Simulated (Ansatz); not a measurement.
The parent structure is GaN in the wurtzite structure (space group P6_3mc, No. 186).

```xyz
4
Lattice="3.1826 0.0000 0.0000 -1.5913 2.7562 0.0000 0.0000 0.0000 5.1853" Properties=species:S:1:pos:R:3 pbc="T T T"
Ga     1.5913     0.9187     0.0047
Ga     0.0000     1.8375     2.5974
N      1.5913     0.9187     3.2371
N      0.0000     1.8375     0.6445
```

Levels (all Ansatz, a program for electronic structure, PAW): PBEsol (420 eV, no spin-orbit coupling); HSE06 (420 eV, no SOC).

Its gap is 1.88 eV with PBEsol and 3.19 eV with HSE06.

Now apply this change: cell and atoms relaxed at a pressure of 60 GPa.

With PBEsol the gap becomes 3.19 eV.

If the HSE06 correction stayed the same, what would the HSE06 gap be, and what does the HSE06 run give?

A rigid correction of +1.31 eV gives 4.50 eV. The HSE06 run gives 4.71 eV, so the correction itself changes by +0.21 eV.

Single points use the geometry relaxed with PBEsol. Load acts through the strain it causes; cell and atoms are relaxed under it. Stability against distortions was not tested. Measured, GaN leaves this structure (for rock salt) near 47 GPa (temperature not stated; as listed in Datta, Sujoy, Jana, Debnarayan, arXiv (2020)), on rising pressure, with hysteresis.
